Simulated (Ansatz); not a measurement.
Consider the following.

```
BeTe
1.0
    3.89485     0.00000     0.00000
    1.94742     3.37304     0.00000
    1.94742    -1.12435     3.21821
Be Te
1 1
Direct
  0.99895   0.00053   0.00158
  0.50105   0.24947   0.74842
```

No spin polarisation.

All numbers come from LDA/PAW in Ansatz (a first-principles code), no SOC. Γ-centred 10×10×10 mesh, Fermi–Dirac width 0.05 eV.

Predict the valence-band top at Γ (three highest levels, from the VBM).

0.00, 0.00, -0.11 eV.

What pressure (mean of the normal stresses, compression positive) does the calculation give?

0.87 GPa.

With Te present, leaving out spin-orbit coupling can change the band edges. The levels and masses belong to the bands next to the band gap. The cells carry an imposed strain or load. Whether these cells are dynamically stable was not tested. The cell was made from BeTe in the zinc blende structure (space group F-43m, No. 216) by this change: biaxial strain −0.83 %, plane normal [111], relaxed out of plane.
